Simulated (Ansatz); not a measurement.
# Pressure series in Mo

Consider Mo in the bcc (W type) structure (space group Im-3m, No. 229; a = 3.151 Å).

Cell and atoms are relaxed at each pressure.

Method: DFT with r2SCAN, PAW potentials and a 500 eV plane-wave cutoff in Ansatz (a quantum-chemistry and plane-wave program), no spin-orbit coupling.

| pressure (GPa) | volume per atom (Å³/atom) |
|---|---|
| -2 | 15.755 |
| -1 | 15.695 |
| 0 | 15.637 |
| 0.9 | ? |
| 4.5 | 15.388 |
| 9 | 15.158 |
| 15 | 14.877 |
| 22.5 | 14.560 |
| 30 | 14.273 |

Task: Fit the third-order Birch–Murnaghan form P(V) = (3B₀/2)[(V₀/V)^(7/3) − (V₀/V)^(5/3)]·[1 + (3/4)(B₀′ − 4)((V₀/V)^(2/3) − 1)] (squares taken in P) to the rows shown and predict the withheld row.

Result: Least squares on the printed values gives V₀ = 15.637 Å³/atom, B₀ = 271 GPa, B₀′ = 4.2; this predicts 15.586 Å³/atom, and the run gives 15.586 Å³/atom, in agreement.

Load acts through the strain it causes; cell and atoms are relaxed under it. Whether these cells are dynamically stable was not tested. Competing high-pressure phases were not computed. The final runs are not spin-polarised.
